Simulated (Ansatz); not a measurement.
Response to strain in YN

The reference is YN in the rock salt structure (space group Fm-3m, No. 225; a = 4.896 Å). Axes: x, y, z lie along the cube axes.

Strains are applied to the cell and any free atomic positions relax.

Calculations: r2SCAN (Ansatz, a program for electronic structure; PAW; 500 eV plane waves; without spin-orbit coupling).

Before the change:

- Smallest direct gap: 0.98 eV

Question: The aim is a smallest direct gap between 0.62 eV and 0.66 eV. Which of these changes reaches it?
A. isotropic strain −3.72 %
B. isotropic strain +0.86 %
C. strain tensor (xx, yy, zz, yz, xz, xy) = (−1.58, +0.49, −0.03, +0.64, +1.53, −0.11) %

Answer: A, isotropic strain −3.72 %. It gives 0.64 eV; strain tensor (xx, yy, zz, yz, xz, xy) = (−1.58, +0.49, −0.03, +0.64, +1.53, −0.11) % gives 0.84 eV; isotropic strain +0.86 % gives 1.04 eV. Changes not listed may reach it too

Stability against distortions was not tested.
